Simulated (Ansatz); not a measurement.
SrTiO3: band gap against strain

SrTiO3 (cubic perovskite, Pm-3m, 11.783 Å³/atom at rest, cube axes along x, y and z) under a strain ε along a cube axis (axis z), the other axes held. PBEsol in Ansatz, a plane-wave DFT program (PAW, default set), 420 eV, 9×9×9 Γ-centred mesh, Fermi-Dirac smearing 0.05 eV; ions are relaxed within the symmetry of each cell. Gaps are the smallest over the k-mesh and a band path, without spin-orbit coupling; in all rows the valence edge lies at about 1.4 Å⁻¹ from Γ and the conduction edge at Γ.

Here s stands for strain and Eg for gap.

| strain (%) | gap (eV) |
|---|---|
| 0.00 | 1.85 |
| 0.60 | 1.83 |
| 1.20 | 1.81 |
| 1.80 | 1.78 |
| 3.00 | ? |

Fit Eg of the 4 rows that show it with a straight line. Means: s 0.90000, Eg 1.818. About the means, the sum of products is -0.069000 and the sum of squares of s is 1.8000; the slope is their ratio. Least squares gives Eg = 1.852 - 0.0383·s. Residuals (row less fit): -0.002, 0.001, 0.004, -0.003; standard error 0.004 (degrees of freedom: 2). Over these rows the gap moves by -3.8 ± 0.3 eV per unit strain.

**Question.** What does the fit predict for Eg at s = 3.00, and how far is the calculated value from it?

**Answer.** Eg = 1.852 - 0.0383 × 3.0 = 1.737 eV. The calculation gives 1.74 eV, which the fit meets to the printed digits. The row lies outside the fitted rows, so this is an extrapolation. The fitted rows scatter only by rounding.

The primitive cell can neither tilt nor turn polar against its symmetry, as such crystals can under strain. SrTiO3 is here the ideal cubic form; the compound distorts at low or room temperature. Rows are the converged runs of the series near zero and its far end; series whose fitted rows scatter by over a few per cent of the range, as at a crossing or softening among them, aren't shown in this form. Most that stay on the fit to the last digits aren't either.
